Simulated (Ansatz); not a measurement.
The reference is BaTiO$_{3}$ (space group P4mm, No. 99; a = 3.985 Å, c = 4.204 Å). Axes: x, y, z lie along a, b, c of the conventional cell.

(Cell as relaxed with PBE.)

Levels (all Ansatz, a program for electronic structure, PAW, earlier PAW set): PBE (420 eV, spin-orbit coupling left out); r2SCAN (500 eV, without spin-orbit coupling).

Each level relaxes its own structure.

```tsv
base	PBE	r2SCAN
volume per atom	13.35 Å³	12.98 Å³
lattice parameter a	3.985 Å	3.973 Å
band gap	1.85 eV	2.23 eV
```

Perturbation: compressive biaxial strain of 4.36 % in the plane normal to [001], as in epitaxy on a mismatched substrate; the out-of-plane cell vector and the atoms relax.

```csv
quantity,PBE,r2SCAN
band gap,1.95 eV,?
smallest direct gap,2.70 eV,?
out-of-plane strain,+15.40 %,?
mean in-plane stress (compression positive),+5.1 GPa,?
gap character,"indirect, A → Γ",?
```

Problem. What does r2SCAN give?

Solution. 
- band gap, r2SCAN: 2.35 eV
- smallest direct gap, r2SCAN: 3.20 eV
- out-of-plane strain, r2SCAN: +11.98 %
- mean in-plane stress (compression positive), r2SCAN: +9.0 GPa
- gap character, r2SCAN: indirect, A → Γ

PBE's band gap lies 0.40 eV below r2SCAN's; PBE's smallest direct gap lies 0.50 eV below r2SCAN's; PBE's out-of-plane strain lies 3.430 % above r2SCAN's; PBE's in-plane stress lies 3.9 GPa below r2SCAN's; the two agree on the gap character. The two levels end in clearly different cell shapes (a soft spacing or a collapse), which may drive these differences. Neither level is exact; r2SCAN is the comparison here, not a measurement.

Whether these cells are dynamically stable was not tested. The final runs are not spin-polarised.
